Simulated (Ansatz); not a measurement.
System: 1T (CdI2-type) MnI2. Method: r²SCAN0 (PAW; Ansatz, a first-principles code).

The input as run:

Ansatz 0.2 input:
```yaml
crystal:
  lattice:
    - [4.1712617086, 0.0, 0.0]
    - [-2.0856308543, 3.6124186055, 0.0]
    - [0.0, 0.0, 7.1209168398]
  atoms:
    - { symbol: Mn, position: [0.0, 0.0, 0.0], spin: 4.0 }
    - { symbol: I, position: [0.3333333333, 0.6666666667, 0.2329790015], spin: 0.0 }
    - { symbol: I, position: [0.6666666667, 0.3333333333, 0.7670209985], spin: 0.0 }
basis:
  ecutwfc: 520
  ecutrho_ratio: 4
  xc_grid: 3
kpoints:
  mp_grid: { grid: [6, 6, 4] }
hamiltonian:
  xc: r2scan0
  dispersion: none
  pseudopotentials: { kind: paw }
scf:
  occupations: { method: fermi_dirac, width: 0.01 }
  convergence: { dr2_threshold: 0.0000000003 }
output:
  forces: true
  stress: true
  eigenvalues: true
magnetization:
  spin_polarized: true
```

From the output:

```
WARN output.stress: scf.exx.energy_threshold = 1e-6 eV is looser than the 3e-8 eV advised for a stress under a hybrid functional (1e-8 eV for each atom of the …
Crystal: 3 atoms, lattice volume = 107.300 Å³
Basis set: ecut = 520 eV, 2901 PW (Γ), exchange–correlation on 96×96×162 points (27 copies of the dense FFT grid, shifted against one another)
Bands: 32, of which v1, the nominal top of the filled ones, is band 25 counted from 1 (24 counted from 0)
Symmetry: 12 space group operations
Space group: P-3m1 (ITA 164), of the structure as read, at distance tolerance 4.8e-5 Å
k-points: 24 of 144
Initial density: superposition of atomic densities (chi_scale 0.1, normalization cell, long waves kept (reshape's long-wave potential 0.14 eV rms))
Functional: x = r2scan, c = r2scan; τ floored in thin density (d = 2e-4 eV/Å³), warm-up for x = 0.75 r2scan + 0.25 exact, c = r2scan; τ floored in thin density (d = 2e-4 eV/Å³)
spin=Collinear: Kerker preconditioning applied to the charge; magnetization (m = ρ↑ − ρ↓) channel mixes plain (no charge-response kernel on spin).
Crystal: 3 atoms, lattice volume = 107.300 Å³
Initial density: handed on by an earlier stage of this run
Functional: x = 0.75 r2scan + 0.25 exact, c = r2scan; τ floored in thin density (d = 2e-4 eV/Å³)
Crystal: 3 atoms, lattice volume = 107.300 Å³
Crystal: 3 atoms, lattice volume = 107.300 Å³
SCF 4 converged in 4 iterations: F = -18962.198242 eV  dr2 = 1.46e-10
Magnetization: 5.0000 μB (27.0000 up, 22.0000 down)
Free energy (F): -18962.198242 eV
Internal energy: -18962.198242 eV  (E = F + TS)
E sigma→0 (E₀):  -18962.198242 eV
Fermi energy:    6.676287 eV
--- Forces (eV/Å), atoms counted from 1 ---
  atom   1  Mn    -0.00000000    -0.00000000     0.00000000
  atom   2  I     -0.00000000    -0.00000000    -0.00038255
  atom   3  I     -0.00000000     0.00000000     0.00038255
--- Stress (GPa, compression-positive) ---
        0.017208       0.000000       0.000000
        0.000000       0.017208      -0.000000
        0.000000      -0.000000       0.031519
  P = ⅓ Tr σ = 0.0220 GPa (0.220 kbar)
```

The PAW data were made under PBE.

The run is spin-polarised with parallel starting moments, which need not be the measured order.

Note: the magnetic order was assumed, not searched for or taken from measurement. Note: the cell comes from a level without a dispersion term, which matters for the spacing of layers, chains or molecules. Note: the cell has widely spaced layers and the level no dispersion term, so their spacing and the moduli can rest on weak binding.

The result took roughly 11 core-minutes.
